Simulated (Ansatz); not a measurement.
PbSnS2 (Pmc2₁, No. 26, 8 atoms in the cell; start mp-1218951) was calculated with HSE06 in Ansatz (plane waves, PAW).

Numerical settings: plane-wave cutoff 460 eV, 6×6×2 k mesh (along the axes of the cell as run), Fermi–Dirac smearing 0.01 eV, scalar-relativistic PAW data made under PBE.

Cell (relaxed with PBE-D3(BJ)):

```cif
data_Pb2S4Sn2
_chemical_formula_sum 'Sn2 Pb2 S4'
_space_group_name_H-M_alt 'Pmc21'
_space_group_IT_number 26
_space_group_name_Hall 'P 2c -2'
_cell_length_a 4.08438
_cell_length_b 4.24528
_cell_length_c 11.40874
_cell_angle_alpha 90.000
_cell_angle_beta 90.000
_cell_angle_gamma 90.000
loop_
_atom_site_label
_atom_site_type_symbol
_atom_site_symmetry_multiplicity
_atom_site_Wyckoff_symbol
_atom_site_fract_x
_atom_site_fract_y
_atom_site_fract_z
_atom_site_occupancy
Sn1 Sn 2 b 0.50000 0.36941 0.37497 1
Pb1 Pb 2 a 0.00000 0.14562 0.61417 1
S1 S 2 a 0.00000 0.22253 0.85994 1
S2 S 2 b 0.50000 0.30244 0.15093 1
```

### Question
Estimate the band gap, smallest direct gap on the k points sampled and Γ–Γ gap that the calculation returns.

### Answer

band gap: 1.17 eV
smallest direct gap on the k points sampled: 1.42 eV
Γ–Γ gap: 2.28 eV

Note: cell and atoms aren't relaxed at this level (pressure 0.7 GPa).

Spin–orbit coupling is not included; with these elements it can move the gap by several tenths of an eV or more.

Computed values are for the static lattice.

Computing time: about 22 core-minutes (a rough figure).

A start named mp-… is a Materials Project structure, which need not be a measured phase.

Ansatz is a program for electronic structure.
